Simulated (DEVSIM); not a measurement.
Structure: abrupt InP p-n junction, at 400 K.

```csv
layer (left to right),material,thickness (μm),Nd (cm⁻³),Na (cm⁻³),τn (s),τp (s)
1,InP,1.70,-,1.7e15,8.9e-9,8.9e-9
2,InP,160,1.8e14,-,8.9e-9,8.9e-9
```

Left contact: ohmic. Right contact: ohmic. Voltage is applied to the left contact. Recombination: SRH at mid-gap, radiative, Auger. Mobility is μmin + (μ − μmin)/(1 + (N/Nref)^α).

The device is made up for the run: typed textbook-type constants, with dimensions and the other settings drawn at random. Values at 300 K; Nc and Nv go as T^1.5, mobilities as T to minus their exponent, the gap by Varshni's rule with the affinity fixed.

```
parameter              InP
----------------  --------
gap (eV)             1.344
affinity (eV)         4.38
permittivity          12.5
Nc (cm⁻³)           5.7e17
Nv (cm⁻³)           1.1e19
μn (cm²/Vs)           5200
μp (cm²/Vs)            170
μn,min                 400
μp,min                  10
Nref,n                3e17
Nref,p              4.9e17
αn                    0.47
αp                    0.62
T exponent of μn         2
T exponent of μp         2
B (cm³/s)          1.2e-10
Cn (cm⁶/s)           9e-31
Cp (cm⁶/s)           9e-31
Varshni α (eV/K)  0.000363
Varshni β (K)          162
```

Model (solved in DEVSIM): 1D drift-diffusion, Boltzmann statistics, complete ionisation; no tunnelling, impact ionisation, image-force lowering or self-heating.

The temperature was swept, all else fixed.

```tsv
temperature (K)	largest field in the device at zero bias (V/cm)	potential step across the device at zero bias (V)	dark forward voltage at 1 A/cm² (V)
250	6800	1.009	1.011
300	6400	0.909	0.934
350	6000	0.806	0.860
400	5600	0.701	0.791
450	5100	0.595	0.726
500	4700	0.486	0.666
```

From the first row to the last the largest field in the device at zero bias goes from 6800 to 4700. From the first row to the last the potential step across the device at zero bias goes from 1.009 to 0.486.
